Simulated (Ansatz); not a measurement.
# KBr: response to strain

Take KBr in the rock salt structure (space group Fm-3m, No. 225; a = 6.7055 Å) as the base.

Strains are applied to the cell and any free atomic positions relax.

Calculations: DFT with PBE, PAW potentials and a 420 eV plane-wave cutoff in Ansatz (a program for electronic structure), no SOC.

Candidates:
(a) isotropic strain +2.00 %
(b) isotropic strain −2.00 %
(c) isotropic strain +3.00 %
(d) isotropic strain −1.50 %

Notes on the quantities. energy relative to the base: free energy F.

**Question.** Order them by energy relative to the base, lowest first.

**Answer.** (d) isotropic strain −1.50 % (+3.4 meV/atom), (a) isotropic strain +2.00 % (+5.3 meV/atom), (b) isotropic strain −2.00 % (+6.2 meV/atom), (c) isotropic strain +3.00 % (+11 meV/atom)

No phonon test of stability was made.
